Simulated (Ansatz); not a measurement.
# Sn on the 1x1 (111) surface of fcc Ni, ferromagnetic, one in a 3x3 cell, started at the site 'hollow Ni-Ni-Ni over Ni at depth 2.0 Å'

Computed with PBE (plane waves to 420 eV, PAW; Ansatz, a quantum-chemistry and plane-wave program).

Slab: 37 atoms, 6.0 Å thick at the start under the adsorbate (thin: gaps and levels are the slab's own); k 5x5x1, smearing 0.1 eV, dipole-corrected; 18 atoms held, the rest relaxed; symmetry of the start imposed; spin-polarised, no spin-orbit, no U, no dispersion correction. At the end it is bonded to 3 Ni. In PBE it is, or lies within 0.03 eV of, the lowest of the starts that converged.

```
Quantity                                                                                                                  Result
--------------------------------------------------------------------------------------  ----------------------------------------
adsorption energy against an atom of beta tin                                                                     -23.9 kcal/mol
work function of the top face                                                                                            4.49 eV
change of the work function                                                                                             -0.59 eV
change of the step from the bottom to the top vacuum level, against the clean slab                                      -0.58 eV
energy released by relaxation                                                                                            0.15 eV
height of the binding atom over the mean of the host atoms within 0.3 Å of the top one                                  207.4 pm
magnetic moment of the cell                                                                                             22.96 μB
nearest host atoms of the binding atom                                                  Ni at 2.55 Å, Ni at 2.55 Å, Ni at 2.55 Å
largest move of a host atom                                                                                               0.04 Å
cost                                                                                                     roughly 50 core-minutes
```

A negative adsorption energy means that the adsorbate is more stable on the surface than in its reference.
